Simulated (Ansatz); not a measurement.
Adsorption energy and surface dipole of H on the 1x1 (0001) surface of hcp Ti, one in a 2x2 cell, started at the site 'hollow Ti-Ti-Ti over Ti at depth 2.2 Å', worked from the runs' numbers; total energies count from the potentials' own zero.

Level of theory: PBE (plane waves to 420 eV, PAW; Ansatz, an electronic-structure program).

Set-up: 17 atoms, 6.8 Å thick at the start under the adsorbate (thin: gaps and levels are the slab's own); mesh 6x6x1; 0.1 eV smearing; dipole correction on; 8 atoms held, the rest relaxed; start symmetry kept, larger cells not searched; no spin, no spin-orbit, no U, no dispersion correction. At the end it is bonded to 3 Ti. In PBE it is, or lies within 0.03 eV of, the lowest of the starts that converged.

| quantity | value |
|---|---|
| slab with the adsorbate | -40004.289 eV |
| clean slab, same cell and mesh | -39987.326 eV |
| reference, ½ H2(g) | -15.872 eV |
| area of the cell | 29.91 Å² |
| change of the step from the bottom to the top vacuum level | -0.085 eV |

**Question.** What is the adsorption energy against this reference?

**Answer.** E(slab + adsorbate) − E(slab) − E(reference) = -1.09 eV, so in this state the adsorbate is more stable than in the reference, at a coverage of 3.34 a nm².
